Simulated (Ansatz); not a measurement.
## Hypothetical rutile WSe2, pressure series

Base system: WSe₂ in the rutile structure (space group P4_2/mnm, No. 136; a = 6.1507 Å, c = 3.3109 Å; a hypothetical phase, not in the database extracts checked).

Cell and atoms are relaxed at each pressure.

All numbers come from Kohn–Sham DFT with the PBEsol functional, run in Ansatz (a program for electronic structure) with PAW and 420 eV plane waves, without spin-orbit coupling, earlier PAW set.

Notes on the quantities. enthalpy: H = E + PV relative to the base's energy.

```csv
case,density,enthalpy
base,9.06 g/cm³,–
pressure 0.9 GPa,9.13 g/cm³,+0.12 eV/atom
pressure 2.1 GPa,9.21 g/cm³,+0.27 eV/atom
pressure 4.5 GPa,9.37 g/cm³,+0.58 eV/atom
pressure 9 GPa,___,+1.13 eV/atom
pressure 15 GPa,9.98 g/cm³,+1.86 eV/atom
pressure 22.5 GPa,10.35 g/cm³,+2.73 eV/atom
pressure 30 GPa,10.69 g/cm³,+3.57 eV/atom
```

Task: Complete the table.

Result: 
- pressure 9 GPa, density: 9.65 g/cm³

Load acts through the strain it causes; cell and atoms are relaxed under it. Stability against distortions was not tested. Competing high-pressure phases were not computed. The final runs are not spin-polarised. WSe2 has a high density of states at the Fermi level and may be magnetic at this level.
